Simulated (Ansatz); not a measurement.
## CdTe in the zinc blende structure (space group F-43m, No. 216)

```cif
data_CdTe
_chemical_formula_sum 'Cd1 Te1'
_space_group_name_H-M_alt 'P 1'
_space_group_IT_number 1
_cell_length_a 4.53159
_cell_length_b 4.53159
_cell_length_c 4.53159
_cell_angle_alpha 60.000
_cell_angle_beta 60.000
_cell_angle_gamma 60.000
loop_
_space_group_symop_operation_xyz
  'x, y, z'
loop_
_atom_site_label
_atom_site_type_symbol
_atom_site_fract_x
_atom_site_fract_y
_atom_site_fract_z
_atom_site_occupancy
Cd1 Cd 0.00000 0.00000 0.00000 1
Te1 Te 0.25000 0.25000 0.25000 1
```

All numbers come from Ansatz (a program for electronic structure) LDA, no SOC. k-mesh 9×9×9 (Γ-centred); smearing 0.05 eV (Fermi–Dirac).

| Item | Result |
|---|---|
| Volume per atom | 32.90 Å³ |
| Density | 6.06 g/cm³ |
| Band gap | 0.61 eV, direct at Γ |
| Electron mass | 0.050 mₑ |
| Hole mass (degenerate bands, along [100]) | 0.051, 0.48, 0.48 mₑ |
| Lowest conduction-band minima above the VBM | Γ 0.61 eV; L along ⟨111⟩ 1.68 eV |
| Total energy | -7472.906 eV/atom (σ→0; compares only within this code and set-up) |

With Te present, leaving out spin-orbit coupling can change the band edges. Masses are band curvatures over ±0.01 Å⁻¹ around the edge. No phonon test of stability was made.
